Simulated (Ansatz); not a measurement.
We consider rock-salt LaTe, described by r²SCAN (Ansatz, an electronic-structure program, plane waves, PAW).

A relaxed, unreconstructed slab of the (100) face has 8 atoms, two equal faces of 21.087 Å² each and an energy of -53051.5459 eV. A bulk cell of 4 atoms with the same orientation and in-plane k mesh has -26526.3423 eV. Energies are extrapolated to zero smearing.

Numerical settings: plane-wave cutoff 500 eV, 10×10×1 k mesh (along the axes of the cell as run), Fermi–Dirac smearing 0.05 eV, scalar-relativistic PAW data made under PBE.

Worked out: γ = (E_slab − N E_bulk per atom)/2A = [-53051.5459 − 8 × (-26526.3423/4)]/(2 × 21.087) = 0.0270 eV/Å². With 16.022 J/m² per eV/Å² this is 0.43 J/m², or 0.57 eV per surface cell and face.
